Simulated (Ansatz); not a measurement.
Reference: Ti2CdC (P6_3/mmc), PBEsol, DFPT electron-phonon coupling, linearised Boltzmann equation (plane waves, PAW, scalar-relativistic; Ansatz, a program for electronic structure); geometry: relaxed with this functional, without spin-orbit coupling.

CdTi₂C is modelled in the hexagonal space group P6₃/mmc (No. 194), Pearson symbol hP8. Conventional cell: a = b = 3.062 Å, c = 14.325 Å, α = β = 90.00°, γ = 120.00°. Ti on 4f is surrounded by 3 C at 2.094 Å and 3 Ti at 2.857 Å and 6 Ti at 3.062 Å and 3 Cd at 3.029 Å. Cd on 2d has 6 Ti at 3.029 Å and 6 Cd at 3.062 Å (anticuboctahedral). C on 2a sees 6 Ti at 2.094 Å (octahedral). (Neighbours: up to the widest gap in distance over summed covalent radii, below 1.35, at either atom; cation-cation and far metal-metal contacts left out.)

The resistivity at 300 K is 29 μΩ·cm and the mean free path at 300 K is 8.4 nm.

Swap Cd for Ge, keeping the structure type. How do these values move?

Ti$_{2}$GeC (P6_3/mmc): volume per atom 14.5 to 13.0 Å³; resistivity at 300 K falls (29 μΩ·cm to 16.5 μΩ·cm); mean free path at 300 K stays about the same (8.4 nm to 8.7 nm).

Swap Cd for S, keeping the structure type. How do these values move?

Ti2CS (P6_3/mmc): volume per atom 14.5 to 12.1 Å³; resistivity at 300 K falls (29 μΩ·cm to 15.4 μΩ·cm); mean free path at 300 K rises (8.4 nm to 21 nm).

Moves up to 18 % count as about the same. Metals; harmonic phonons alone scatter; means over directions. The mean free path is weighted by the current that each state carries. Halving the electron mesh moves these values by up to 12 %; q meshes are mostly untested. Spin-orbit coupling is left out.

Formula and space group known from diffraction (Crystallography Open Database), not checked to be the room-temperature form: Ti2CS (P6_3/mmc). Computed structure with no diffraction record at hand here (it may be known, metastable or hypothetical): Ti2CdC (P6_3/mmc), Ti2GeC (P6_3/mmc).
